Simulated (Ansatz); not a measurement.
Start from SnO$_{2}$ in the rutile structure (space group P4_2/mnm, No. 136; a = 4.769 Å, c = 3.211 Å).

All numbers come from PBEsol in Ansatz (plane waves to 420 eV, PAW, scalar-relativistic without spin-orbit coupling), earlier PAW set.

Before the change:

```
Item                                Value
-----------------------------  ----------
Shortest interatomic distance     2.066 Å
Density                        6.85 g/cm³
```

Modification: full substitution O → S; the structure is relaxed again.

Tabulated Pauling electronegativity and covalent radius: O 3.44, 0.66 Å; S 2.58, 1.05 Å.

Q: What does the calculation give for the shortest interatomic distance after the change?

A: The shortest interatomic distance increases by 0.452 Å (2.066 Å → 2.518 Å).

Q: Predict the new density.

A: The density decreases by 2.50 g/cm³ to 4.35 g/cm³.

No phonon test of stability was made. As relaxed here, SnS2 is a hypothetical phase, not in the database extracts checked. The final runs are not spin-polarised.

Ansatz is a first-principles code.
